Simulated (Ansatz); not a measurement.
Hops of point defects in monoclinic ZrO2, each between lowest sites run for its defect: PBE bands (Ansatz, a quantum-chemistry and plane-wave program, plane waves to 420 eV, PAW, climbing-image NEB) beside r2SCAN single points (500 eV) at the PBE geometries. Static nuclei, no finite-size correction. The rows are a random draw from the bands that converged and passed our checks of state and shape. Saddle orders were checked for a part of the study's bands only and are not shown. Charge states are imposed.

```tsv
Row	Defect	Route	Hop (Å)	Cell and PBE mesh	r2SCAN k-points	PBE barrier x (eV)	r2SCAN barrier y (eV)
1	interstitial Na, charge +1	Na moves farthest	1.40	96 sites, Γ	same mesh	0.11	0.12
2	interstitial Y, charge +3	Y moves farthest	1.41	96 sites, Γ	same mesh	0.57	0.63
3	interstitial Y, charge +3	Y moves farthest	3.49	96 sites, Γ	same mesh	3.94	4.14
4	interstitial Zr, charge +4	Zr moves farthest	1.46	96 sites, Γ	same mesh	0.61	0.66
5	interstitial K, charge +1	K moves farthest	1.38	96 sites, Γ	same mesh	0.23	0.26
6	interstitial Na, charge +1	Na moves farthest	3.46	96 sites, Γ	same mesh	2.57	2.63
7	interstitial F, charge -1	F moves farthest	1.62	96 sites, Γ	same mesh	0.14	?
```

### Question
Fit a straight line y = a x + b to rows 1 to 6, predict row 7, and compare with the computed value.

### Answer
Means: x̄ = 1.338, ȳ = 1.407 eV. Sums: Sxx = 12.144, Sxy = 12.610 eV². So a = Sxy/Sxx = 1.038 and b = ȳ − a x̄ = 0.018 eV, with a scatter of 0.03 eV about the line. Row 7: 1.038 × 0.14 + 0.018 ≈ 0.16 eV. The computed r2SCAN value is 0.15 eV, -0.01 eV from the line, within the scatter. The line only summarises these rows of one host.
